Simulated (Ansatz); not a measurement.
HfS2: response to strain

Take HfS2 in the CdI2 type structure (space group P-3m1, No. 164; a = 3.547 Å, c = 5.577 Å; layered, stacked along the Cartesian z axis) as the base.

Strains are applied to the cell and any free atomic positions relax.

Level of theory: DFT with PBEsol-D3(BJ), PAW potentials and a 420 eV plane-wave cutoff in Ansatz (a program for electronic structure), spin-orbit coupling left out.

Candidates:
(a) isotropic strain −0.50 %
(b) isotropic strain −1.50 %
(c) isotropic strain +0.50 %

For the base:

The band gap is 0.45 eV.

Q: Order them by band gap, lowest first.

A: (b) isotropic strain −1.50 % (0.19 eV), (a) isotropic strain −0.50 % (0.36 eV), (c) isotropic strain +0.50 % (0.53 eV)

Spin-orbit coupling, missing from the scalar runs, can matter with Hf. Stability against distortions was not tested. The zero or small gap of HfS2 under isotropic strain −1.50 % can change with the level of theory.
